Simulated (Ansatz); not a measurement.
Relaxed 16-atom cells of (Ru,Re) in the hexagonal close-packed type, of low symmetry and near-random order, with the end members in the same type and cell. Here −b is the interaction parameter Ω of a regular solution. Left out are ordered and sheared cells and those that changed their type; one cell stands for each fraction.

Calculation: r2SCAN (plane waves to 500 eV, PAW; Ansatz, a program for electronic structure). Spin–orbit coupling is left out; the runs are not spin-polarised.

```tsv
cell	fraction of Re	mixing enthalpy (meV a mixed site)
Ru	0	0
ReRu7	0.1250	-33
ReRu3	0.2500	withheld
ReRu	0.5000	-60
Re7Ru	0.8750	-29
Re	1	0
```

**Question.** Fit y = y0 + (y1 − y0) x − b x (1 − x), with y0 and y1 the end rows to the rows shown by least squares, with x the second column and y the third, and predict the withheld row.

**Answer.** The fit gives b = 252, with a root-mean-square miss of 2.9 on the rows shown. At x = 0.2500 it predicts -47; the run gives -53, a miss of +6.
